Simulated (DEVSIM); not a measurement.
Device: illuminated Si n-on-p cell, one wavelength, with a back-surface field, at 300 K.

Layer 1 from the left is Si, thickness (μm) 0.0630, Nd (cm⁻³) 6.4e17, τn (s) 0.00014, τp (s) 0.00026, absorption coefficient (cm⁻¹) 28000. Layer 2 from the left is Si, thickness (μm) 290, Na (cm⁻³) 2.6e15, τn (s) 0.00094, τp (s) 0.00094, absorption coefficient (cm⁻¹) 28000. Layer 3 from the left is Si, thickness (μm) 0.910, Na (cm⁻³) 6.1e18, τn (s) 0.00094, τp (s) 0.00094, absorption coefficient (cm⁻¹) 28000.

Left contact: ohmic, minority hole recombination velocity 60000 cm/s. Right contact: ohmic, minority electron recombination velocity 9e6 cm/s. Voltage is applied to the left contact. Recombination: SRH at mid-gap, radiative, Auger. Light enters at the left, 9.5e17 photons cm⁻² s⁻¹, one pass, no reflection. Mobility is μmin + (μ − μmin)/(1 + (N/Nref)^α).

The device is made up for the run: typed textbook-type constants, with dimensions and the other settings drawn at random. Values at 300 K.

Si: gap (eV) 1.124, affinity (eV) 4.05, permittivity 11.7, Nc (cm⁻³) 2.86e19, Nv (cm⁻³) 3.1e19, μn (cm²/Vs) 1417, μp (cm²/Vs) 470, μn,min 52, μp,min 45, Nref,n 9.7e16, Nref,p 2.2e17, αn 0.68, αp 0.72, B (cm³/s) 4.7e-15, Cn (cm⁶/s) 2.8e-31, Cp (cm⁶/s) 9.9e-32.

Model (solved in DEVSIM): 1D drift-diffusion, Boltzmann statistics, complete ionisation; no tunnelling, impact ionisation, image-force lowering or self-heating.

**Question.** What does the simulation give for the dark forward voltage at 100 A/cm², the open-circuit voltage?

**Answer.** dark forward voltage at 100 A/cm² 0.942 V; open-circuit voltage 0.649 V.
